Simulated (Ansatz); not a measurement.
GaN: isotropic strain +2.50 %

Start from GaN in the zinc blende structure (space group F-43m, No. 216; a = 4.5485 Å).

Now apply this change: an isotropic linear strain of +2.50 %; the atoms relax in the strained cell.

Method: Kohn–Sham DFT with the PBE functional, run in Ansatz (an electronic-structure program) with PAW and 420 eV plane waves, no spin-orbit coupling. Γ-centred 12×12×12 mesh, Fermi–Dirac width 0.05 eV.

- Volume per atom = 12.67 Å³ (base 11.76 Å³)
- Space group = F-43m (No. 216) (base F-43m (No. 216))
- Shortest interatomic distance = 2.019 Å (base 1.970 Å)
- Energy relative to the base (free energy F) = +33 meV/atom
- Pressure = -10.79 GPa (base 0.00 GPa)
- Band gap = 1.07 eV (base 1.54 eV)
- Gap character = direct at Γ (base direct at Γ)
- Mean gap deformation potential ΔEg/Δln V = -6.3 eV
- Width of the top valence band = 3.17 eV (base 3.50 eV)
- Electron mass = 0.10 mₑ (at Γ) (base 0.14 mₑ (at Γ))

Final structure:

```
CELL_PARAMETERS angstrom
      0.00000     2.33111     2.33111
      2.33111     0.00000     2.33111
      2.33111     2.33111     0.00000
ATOMIC_POSITIONS crystal
  Ga 0.00000 0.00000 0.00000
  N  0.25000 0.25000 0.25000
```

Effective masses come from finite differences of ±0.01 Å⁻¹. Stability against distortions was not tested. This is not the structure that GaN has at room temperature and ambient pressure.
